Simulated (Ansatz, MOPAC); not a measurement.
## 1T (CdI2-type) MgI2: properties by level of theory

Reference values: lattice constant a 4.14 Å (measured, temperature not stated, copied from a table, unchecked, no zero-point or thermal correction; as tabulated in Crystal Structures 1, 239 (1963)); lattice parameter c 6.88 Å (measured, temperature not stated, copied from a table, unchecked, no zero-point or thermal correction; as tabulated in Crystal Structures 1, 239 (1963)).

| level (code) | equilibrium lattice constant a (Å) | lattice parameter c (Å) |
|---|---|---|
| PM7 semi-empirical Hartree-Fock (MOPAC) (MOPAC) | 4.441 | 6.588 |
| PBE-D3(BJ) (Ansatz) | 4.124 | 6.830 |
| PBE-D4 (Ansatz) | 4.132 | 6.841 |
| r²SCAN-D4 (Ansatz) | 4.165 | 6.971 |

Differences from the reference values (errors of the level alone only where the reference is corrected to a static lattice):

```csv
level,lattice constant a (%),lattice parameter c (%)
PM7 semi-empirical Hartree-Fock (MOPAC),+7.27,-4.24
PBE-D3(BJ),-0.39,-0.73
PBE-D4,-0.19,-0.57
r²SCAN-D4,+0.60,+1.32
```

Nearest: lattice constant a, not ranked (reference at room or unstated temperature); lattice parameter c, not ranked (reference at room or unstated temperature).

Caveats: the method was fitted mainly to molecules (PM7 semi-empirical Hartree-Fock (MOPAC)); the run uses a supercell at the zone centre in place of a k mesh (PM7 semi-empirical Hartree-Fock (MOPAC)). Ansatz's density-functional and Hartree–Fock values are scalar-relativistic unless marked +SOC, with PAW data made under PBE.

Differences are worked out from the printed values.

Static lattice: no zero-point or thermal effects.

Ansatz is an electronic-structure program.
